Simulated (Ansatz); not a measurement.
# K: isotropic strain −3.00 %

Base system: K in the bcc (W type) structure (space group Im-3m, No. 229; a = 5.215 Å; relaxed with 0.1 eV smearing).

It is then changed as follows: an isotropic linear strain of −3.00 %; the atoms relax in the strained cell.

Computed with plane-wave PAW DFT at the PBEsol level (Ansatz, a program for electronic structure, 420 eV), without spin-orbit coupling. Settings: 18×18×18 k-points, 0.1 eV Fermi–Dirac smearing.

```json
[
 {"quantity": "volume per atom", "base": "70.90 Å³", "changed": "64.71 Å³", "shift": "-6.19 Å³"},
 {"quantity": "space group", "base": "Im-3m (No. 229)", "changed": "Im-3m (No. 229)", "shift": "–"},
 {"quantity": "energy relative to the base (free energy F)", "base": "0 meV/atom", "changed": "+7.6 meV/atom", "shift": "+7.6 meV/atom"},
 {"quantity": "pressure", "base": "0.0 GPa", "changed": "0.4 GPa", "shift": "+0.4 GPa"},
 {"quantity": "band gap", "base": "zero", "changed": "zero", "shift": "–"}
]
```

Final structure:

```
CELL_PARAMETERS angstrom
     -2.52909     2.52909     2.52909
      2.52909    -2.52909     2.52909
      2.52909     2.52909    -2.52909
ATOMIC_POSITIONS crystal
  K  0.00000 0.00000 0.00000
```

Cost of the whole job for the changed cell (relaxation, final SCF and bands): about 6 core-seconds (a rough figure).

Stability against distortions was not tested.
